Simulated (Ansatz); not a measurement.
A computed series for ZrSi2: pressure series

Base system: ZrSi2 (space group Cmcm, No. 63; a = 3.704 Å, b = 14.792 Å, c = 3.679 Å).

Cell and atoms are relaxed at each pressure.

All numbers come from Ansatz (a program for electronic structure) PBE, no spin-orbit coupling.

Notes on the quantities. enthalpy: H = E + PV relative to the base's energy.

```
case               shortest interatomic distance       enthalpy
-----------------  -----------------------------  -------------
base                                     2.420 Å              –
pressure −2 GPa                          2.427 Å  -0.21 eV/atom
pressure −1 GPa                          2.424 Å  -0.11 eV/atom
pressure 0.9 GPa                         2.417 Å  +0.09 eV/atom
pressure 2.1 GPa                         2.413 Å  +0.22 eV/atom
pressure 4.5 GPa                         2.406 Å  +0.46 eV/atom
pressure 9 GPa                           2.396 Å  +0.91 eV/atom
pressure 15 GPa                          2.384 Å  +1.49 eV/atom
pressure 22.5 GPa                        2.373 Å  +2.19 eV/atom
pressure 30 GPa                          2.364 Å  +2.86 eV/atom
```

Load acts through the strain it causes; cell and atoms are relaxed under it. Whether these cells are dynamically stable was not tested. Competing high-pressure phases were not computed. All final runs are without spin polarisation.
